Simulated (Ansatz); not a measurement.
## MoTe2, response to strain

The reference is MoTe2 (space group P6_3/mmc, No. 194; a = 3.497 Å, c = 13.696 Å; layered, stacked along the Cartesian z axis). Axes: x lies along a and z along c of the hexagonal cell.

Strains are applied to the cell and any free atomic positions relax; under biaxial strain the out-of-plane vector relaxes too.

All numbers come from Ansatz (a first-principles code) PBE-D3(BJ), scalar-relativistic without spin-orbit coupling.

Candidates:
(a) biaxial strain +3.00 %, plane normal [001], relaxed out of plane
(b) biaxial strain +1.20 %, plane normal [001], relaxed out of plane
(c) biaxial strain +0.60 %, plane normal [001], relaxed out of plane
(d) biaxial strain +1.80 %, plane normal [001], relaxed out of plane

Before the change:

```
Quantity                        Result
-----------------------------  -------
Width of the top valence band  1.03 eV
```

Q: Order them by width of the top valence band, lowest first.

A: (c) biaxial strain +0.60 %, plane normal [001], relaxed out of plane (1.06 eV), (b) biaxial strain +1.20 %, plane normal [001], relaxed out of plane (1.11 eV), (d) biaxial strain +1.80 %, plane normal [001], relaxed out of plane (1.19 eV), (a) biaxial strain +3.00 %, plane normal [001], relaxed out of plane (1.26 eV)

With Te present, leaving out spin-orbit coupling can change the band edges. The levels and masses belong to the bands next to the band gap. Stability against distortions was not tested. The program warned that a D3 coordination switch lies within reach, so dispersion energies are less smooth here.
